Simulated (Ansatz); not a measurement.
The reference is Re in the hcp (Mg type) structure (space group P6_3/mmc, No. 194; a = 2.776 Å, c = 4.481 Å; relaxed with 0.1 eV smearing).

Computed with PBE/PAW in Ansatz (a program for electronic structure), no SOC.

Base values:

* **Pressure**: 0.0 GPa
* **Band gap**: zero

Perturbation: every lattice vector is shortened by 1.00 %; the atoms relax in the strained cell.

Q: Predict the new energy relative to the base, pressure and band gap.

A: The energy grows by 16 meV/atom; the pressure (mean of the normal stresses, compression positive) goes from zero to 11.7 GPa; the band gap stays zero.

Whether these cells are dynamically stable was not tested. All final runs are without spin polarisation.
